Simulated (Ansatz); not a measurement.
The starting structures come from a database of crystals and need not be the phases stable at ambient conditions.

The decay constant κ of evanescent states in the gap governs leakage through a thin film.

Data:

```xyz
16
Lattice="6.5878 0.0000 0.0000 2.1303 7.9487 0.0000 0.0000 0.0000 7.8263" Properties=species:S:1:pos:R:3 pbc="T T T"
Ba     6.0190     5.5404     6.9538
Ba     2.6991     2.4083     0.8726
Ba     3.7642     6.3827     3.0406
Ba     4.9539     1.5661     4.7857
P      7.5157     4.4045     2.8912
P      1.2024     3.5443     4.9351
P      2.2675     7.5186     6.8044
P      6.4506     0.4301     1.0220
P      7.0806     6.4530     3.5764
P      1.6375     1.4957     4.2499
P      2.7027     5.4701     7.4896
P      6.0154     2.4786     0.3368
P      6.6598     7.6106     1.7894
P      2.0583     0.3381     6.0369
P      3.1234     4.3125     5.7026
P      5.5947     3.6362     2.1238
```

Space group of this cell: P2_1/c. The cell is taken as given.

Transport runs along the normal of the first two printed cell vectors.

The gap is the functional's own, uncorrected, and κ follows it; spin-orbit coupling is left out. Mid-gap values are interpolated between the computed energies.

Question: Give the band gap and the smallest decay constant κ at mid-gap that Ansatz (an electronic-structure program) with r2SCAN yields.

Answer: Gap 1.66 eV on a 6×4×4 mesh; κ = 0.216 1/Å, at (0.500, 0.000) of the in-plane reciprocal vectors. At the zone centre, at the nearest computed energy, the slowest state has κ = 0.27 1/Å.
